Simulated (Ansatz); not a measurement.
## Defect calculation: Nb on the Al site (Nb_Al) in wurtzite AlN

The numbers are results of PBE, PAW (plane waves to 420 eV; Ansatz, a first-principles code), not measurements. The supercell holds 96 host sites (3×2×2 repeats of the unit cell), with a 2×2×2 shifted k-point sampling for the final energies. Site at the start: the Al site. Energies of charged states are corrected for periodic images (point charge plus alignment at distant sites). Dielectric constants: PBE linear response of the host. Host gap at this level: 4.03 eV. Finite-size and sampling errors can reach tenths of an eV here. The semilocal functional narrows the gap, so deep levels can fall outside it. Spin–orbit coupling is left out. Each state is the lowest found from its start.

Formation energies E_f are given with the Fermi level at the valence-band maximum. Chemical conditions: N-rich (Δμ(Al) = -2.74 eV, Δμ(Nb) = -1.91 eV, bounded by rock-salt NbN; only phases computed here count, gases as isolated molecules at 0 K). Reference phases: Al: fcc Al, Nb: bcc Nb.

| charge | moment (μB) | largest move off a lattice site (Å) | image correction with alignment (eV) | E_f, N-rich (eV) | above the lowest spin state (eV) |
|---|---|---|---|---|---|
| +2 | not spin-polarised | 0.09 | 1.32 | -1.73 | 0.00 |
| +1 | 1.0 | 0.17 | 0.44 | 0.39 | 0.00 |
| 0 | 2.0 | 0.29 | 0.00 | 3.19 | 0.00 |
| 0 | not spin-polarised | 0.36 | 0.00 | 3.72 | 0.52 |
| −1† | 1.0 | 0.45 | 0.00 | – | 0.00 |
| −1† | 3.0 | 0.32 | -0.01 | – | 0.02 |

† Not settled in this cell, so no level is given: charge −1: level within 0.1 eV of a band edge or past it.

Transition levels above the valence-band maximum: ε(+2/+1) = 2.12 eV; ε(+1/0) = 2.81 eV. On the lower envelope of the bound states, inside the gap: (+2/+1) at 2.12 eV; (+1/0) at 2.81 eV.

Flagged in the runs: a host whose relaxation on this sampling wasn't shown to rest, a strain field that reaches the edge of the cell.
